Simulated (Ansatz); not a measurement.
Cubic perovskite CsSrF3, treated with G0W0@PBEsol in Ansatz (hard PAW, contour deformation).

The same calculation (at a fixed cell, not relaxed at this level and not confirmed as the measured one, 21.434 Å³/atom) with different numerical settings; throughout: k mesh 2×2×2:

```tsv
run	response cutoff (eV)	empty bands	quasiparticle gap on the mesh (eV)	quasiparticle gap at Γ (eV)	rough time
1	100	447	9.487	9.487	2 core-min
2	150	821	9.638	9.638	7 core-min
3	200	1265	9.754	9.758	20 core-min
4	250	1767	9.843	9.861	30 core-min
5	300	2323	?	?	80 core-min
```

Q: What belongs in the gaps?

A: 
- 5, quasiparticle gap on the mesh (eV): 9.905
- 5, quasiparticle gap at Γ (eV): 9.932

In the column quasiparticle gap at Γ (eV) the first row differs from the last by -0.445 and the next to last by -0.071.

The last row is no converged limit: other settings stay fixed.

Spin–orbit coupling is not included.

Ansatz is a quantum-chemistry and plane-wave program.
